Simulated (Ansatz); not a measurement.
Consider AgCl in the rock salt structure (space group Fm-3m, No. 225; a = 5.611 Å).

Structures relaxed with PBE (Ansatz, a quantum-chemistry and plane-wave program), without spin-orbit coupling.

Base:

Simulated powder pattern, Mo Kα, λ = 0.71073 Å (kinematic, ideal powder, no thermal factors, no anomalous dispersion; the 8 strongest lines at most, above 2 %, up to 2θ = 40°):

```json
[
 {"2θ (°)": "12.59", "I/Imax (%)": "50", "hkl": "(111)"},
 {"2θ (°)": "14.55", "I/Imax (%)": "100", "hkl": "(200)"},
 {"2θ (°)": "20.64", "I/Imax (%)": "75", "hkl": "(220)"},
 {"2θ (°)": "24.25", "I/Imax (%)": "27", "hkl": "(311)"},
 {"2θ (°)": "25.34", "I/Imax (%)": "27", "hkl": "(222)"},
 {"2θ (°)": "29.35", "I/Imax (%)": "13", "hkl": "(400)"},
 {"2θ (°)": "32.90", "I/Imax (%)": "35", "hkl": "(420)"},
 {"2θ (°)": "36.15", "I/Imax (%)": "25", "hkl": "(422)"}
]
```

After one change:

Simulated powder pattern, Mo Kα, λ = 0.71073 Å (kinematic, ideal powder, no thermal factors, no anomalous dispersion; the 8 strongest lines at most, above 2 %, up to 2θ = 40°):

```tsv
2θ (°)	I/Imax (%)
12.35	49
14.27	100
20.23	75
23.77	27
24.84	27
28.76	13
32.24	35
35.42	26
```

Question: What was done to the base?
A. isotropic strain +2.00 %
B. isotropic strain −3.00 %
C. isotropic strain −1.00 %
D. isotropic strain −1.50 %

Answer: A, isotropic strain +2.00 %. Its volume per atom is 23.44 Å³ against 22.09 Å³, and its space group is Fm-3m (No. 225).

Whether these cells are dynamically stable was not tested.
